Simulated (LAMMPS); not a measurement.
Pressure dependence of Ni (fcc) at 1040 K, from the crystal.

Method: classical MD, pair style meam, file MoCoNiVFeAlCr_2nn.meam; code LAMMPS.

| P (GPa) | state | volume | coordination number |
|---|---|---|---|
| 0 | crystal; no diffusion seen in 30 ps | 11.3584 ± 0.0006 Å³/atom | 12.0 (counted to 3.06 Å) |
| 2 | crystal; no diffusion seen in 30 ps | 11.2155 ± 0.0006 Å³/atom | 12.0 (counted to 3.06 Å) |
| 5 | crystal; no diffusion seen in 30 ps | 11.0207 ± 0.0008 Å³/atom | 12.0 (counted to 3.02 Å) |

Caution (rows 2; 5): a run this short can hold a crystal over, or a liquid under, the potential's own melting point, which these runs don't give.

Estimate the isothermal bulk modulus at zero pressure. A parabola P(ln V) through the three points gives −dP/d ln V = 150 GPa at zero pressure.

States go by the mean squared displacement: a species diffuses where it passes 1.5 Å², still rises and gives D over 1e-6 cm²/s; a crystal has left its structure where atoms lie 0.35 Å off their sites on average or a cubic box changes its shape by 3 %, or the axial ratios of another lie 8 % off the starting cell's, which the potential's own relaxation can also do.

Uncertainties are statistical and leave out the potential's own error.
